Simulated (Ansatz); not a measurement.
Take GeSb$_{2}$Te$_{4}$ (space group R-3m, No. 166; a = 4.248 Å, c = 40.192 Å (hexagonal axes)) as the base. Axes: x lies along a and z along c of the hexagonal cell.

Calculations: PBE-D3(BJ) (Ansatz, a quantum-chemistry and plane-wave program, PAW, spin-orbit coupling left out).

For the base:

The shortest interatomic distance comes out as 2.965 Å.

Perturbation: strain tensor (xx, yy, zz, yz, xz, xy) = (−0.36, −0.03, +0.53, +0.20, −0.46, −0.46) %; the atoms relax in the strained cell.

Question: What happens to the energy relative to the base, stress and shortest interatomic distance?

Answer: The energy increases by 1.0 meV/atom; the stress (xx, yy, zz, yz, xz, xy; compression positive) is (0.13, 0.02, -0.13, -0.06, 0.52, 0.49) GPa; the shortest interatomic distance shrinks by 0.013 Å, from 2.965 Å to 2.952 Å.

Stability against distortions was not tested. The program warned that a D3 coordination switch lies within reach, so dispersion energies are less smooth here.
